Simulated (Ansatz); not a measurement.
**GaN under load (space group P6_3mc): band-edge transport data**

Input:

```yaml
crystal:
  lattice:
    - [3.10108, 0.00000, 0.00000]
    - [-1.55054, 2.68562, 0.00000]
    - [0.00000, 0.00000, 5.25092]
  atoms:
    - { symbol: Ga, position: [0.33333, 0.66667, 0.00264] }
    - { symbol: Ga, position: [0.66667, 0.33333, 0.50264] }
    - { symbol: N, position: [0.33333, 0.66667, 0.37236] }
    - { symbol: N, position: [0.66667, 0.33333, 0.87236] }
```

Calculation: r2SCAN with spin-orbit coupling, rigid bands (plane waves, PAW; Ansatz, a first-principles code). Condition of this run: biaxial stress in the c plane of 12 GPa (compression positive) (the target of the relaxation). Cell: cell and atoms relaxed with PBEsol, then loaded as said.

The band gap is 2.42 eV and the electron conductivity mass (300 K, dilute) comes out as 0.22 (x), 0.22 (y), 0.176 (z) mₑ. The hole conductivity mass (300 K, dilute) is 1.09 (x), 1.09 (y), 2.1 (z) mₑ. The effective density of states N_c (300 K) is 2.3e18 cm⁻³. The effective density of states N_v (300 K) is 7.5e19 cm⁻³ and the density-of-states mass, electrons is 0.20 mₑ. The density-of-states mass, holes is 2.1 mₑ, the Seebeck coefficient, n-type 1e19 cm⁻³, 300 K is -117 μV/K and the best n-type power factor at 300 K for τ = 10 fs (best axis; densities from 1e16 to 1e21 cm⁻³ tried, whether or not they can be reached) is 2.1 μW/(cm·K²) at 1e19 cm⁻³. The Seebeck coefficient, p-type 1e19 cm⁻³, 300 K is 395 μV/K and the best p-type power factor at 300 K for τ = 10 fs (best axis; densities from 1e16 to 1e21 cm⁻³ tried, whether or not they can be reached) is 12.2 μW/(cm·K²) at 3e20 cm⁻³.

Rigid bands; masses and Seebeck coefficients take one relaxation time τ for all states and one kind of carrier; polarons and phonon drag are left out. Geometry: cell and atoms relaxed with PBEsol.
